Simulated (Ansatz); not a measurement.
Take BN in the wurtzite structure (space group P6_3mc, No. 186) as the base.

```yaml
crystal:
  lattice:
    - [2.54100, 0.00000, 0.00000]
    - [-1.27050, 2.20057, 0.00000]
    - [0.00000, 0.00000, 4.20330]
  atoms:
    - { symbol: B, position: [0.33333, 0.66667, 0.00027] }
    - { symbol: B, position: [0.66667, 0.33333, 0.50027] }
    - { symbol: N, position: [0.33333, 0.66667, 0.37473] }
    - { symbol: N, position: [0.66667, 0.33333, 0.87473] }
```

Cartesian axes are those of the cell as printed.

Calculations: PBEsol (Ansatz, a quantum-chemistry and plane-wave program; PAW; 420 eV plane waves; no spin-orbit coupling).

Strains are applied to the cell and any free atomic positions relax.

One change was made to it. Results:

The energy goes up by 6.5 meV/atom; the electron mass goes from 0.30 mₑ along c, 0.50 mₑ across (at K) to 0.29 mₑ along z, 0.50 mₑ across (at K); the gap character stays indirect, Γ → K; the smallest direct gap falls by 0.01 eV (8.21 eV → 8.20 eV).

Q: What was done to the base?
(A) uniaxial strain ε_zz = −1.20 %
(B) uniaxial strain ε_zz = −2.40 %
(C) uniaxial strain ε_zz = −1.80 %
(D) uniaxial strain ε_zz = −0.60 %
(E) uniaxial strain ε_zz = −3.00 %

A: C, uniaxial strain ε_zz = −1.80 %. For comparison, the energy relative to the base in the other runs: uniaxial strain ε_zz = −0.60 % gives +0.7 meV/atom; uniaxial strain ε_zz = −3.00 % gives +18 meV/atom; uniaxial strain ε_zz = −2.40 % gives +12 meV/atom; uniaxial strain ε_zz = −1.20 % gives +2.8 meV/atom.

Effective masses come from finite differences of ±0.01 Å⁻¹. No phonon test of stability was made.
